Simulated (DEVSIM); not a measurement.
**abrupt Si n-p junction**

Device: abrupt Si n-p junction, at 300 K.

```
layer (left to right)  material  thickness (μm)  Nd (cm⁻³)  Na (cm⁻³)  τn (s)  τp (s)
---------------------  --------  --------------  ---------  ---------  ------  ------
1                            Si            47.0     7.3e18          -  1.1e-6  1.1e-6
2                            Si            11.0          -     1.4e16  1.1e-6  1.1e-6
```

Left contact: ohmic. Right contact: ohmic. Voltage is applied to the left contact. Recombination: SRH at mid-gap. Mobility is μmin + (μ − μmin)/(1 + (N/Nref)^α).

The device is made up for the run: typed textbook-type constants, with dimensions and the other settings drawn at random. Values at 300 K.

```tsv
parameter	Si
gap (eV)	1.124
affinity (eV)	4.05
permittivity	11.7
Nc (cm⁻³)	2.86e19
Nv (cm⁻³)	3.1e19
μn (cm²/Vs)	1417
μp (cm²/Vs)	470
μn,min	52
μp,min	45
Nref,n	9.7e16
Nref,p	2.2e17
αn	0.68
αp	0.72
```

Model (solved in DEVSIM): 1D drift-diffusion, Boltzmann statistics, complete ionisation; no tunnelling, impact ionisation, image-force lowering or self-heating.

```json
{
  "potential_step_across_the_device_at_zero_bias": "0.890 V",
  "largest_field_in_the_device_at_zero_bias": "150000 V/cm",
  "Dark forward voltage at 1 A/cm²": "0.622 V",
  "Dark forward voltage at 100 A/cm²": "0.759 V"
}
```

Small-signal capacitance in reverse bias (quasi-static):

```tsv
V (V)	C (nF/cm²)
0.1	36.4
0.25	33.6
0.5	30.1
0.75	27.5
1	25.4
1.5	22.5
2	20.3
2.5	18.7
3.25	16.9
4	15.5
5	14.1
```

Dark forward current:

(V (V), J (A/cm²)): (-0.05, -3.4e-9); (-0.10, -1.3e-8); (-0.20, -1.8e-7); (-0.25, -8.4e-7); (-0.35, -3.0e-5); (-0.40, -0.00020); (-0.45, -0.0013); (-0.55, -0.063); (-0.60, -0.43); (-0.65, -2.9); (-0.75, -81); (-0.80, -270); (-0.90, -1300); (-0.95, -2000)
